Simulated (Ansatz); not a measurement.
We consider SiNF (model structure, Pmn2₁, No. 31, 6 atoms in the cell), described by PBEsol (Ansatz, a quantum-chemistry and plane-wave program, plane waves, PAW).

Settings: plane-wave cutoff 520 eV, 12×8×8 k mesh (along the axes of the cell as run), Fermi–Dirac smearing 0.01 eV, scalar-relativistic PAW data made under PBE.

Cell (relaxed with PBE-D3(BJ)):

```
CELL_PARAMETERS angstrom
      2.90848     0.00000     0.00000
      0.00000     5.01311     0.00000
      0.00000     0.00000     4.84632
ATOMIC_POSITIONS crystal
  Si 0.00000 0.38991 0.99028
  N  0.50000 0.48069 0.82194
  F  0.00000 0.07230 0.02111
  Si 0.50000 0.61009 0.49028
  N  0.00000 0.51931 0.32194
  F  0.50000 0.92770 0.52111
```

Problem. Estimate the band gap and Γ–Γ gap that the calculation returns.

Solution. 
band gap: 5.05 eV (direct)
Γ–Γ gap: 5.22 eV

Note: the relaxation could raise the start's symmetry but not lower it, so the cell can be a saddle point; cell and atoms aren't relaxed at this level (largest force component 0.23 eV/Å, pressure -0.8 GPa).

Static lattice: no zero-point or thermal effects.

The result took roughly 20 core-seconds.

A model structure was made by putting elements into a prototype or built by hand; it is no filed structure, need not be a known phase, and can be a saddle point held by its symmetry.
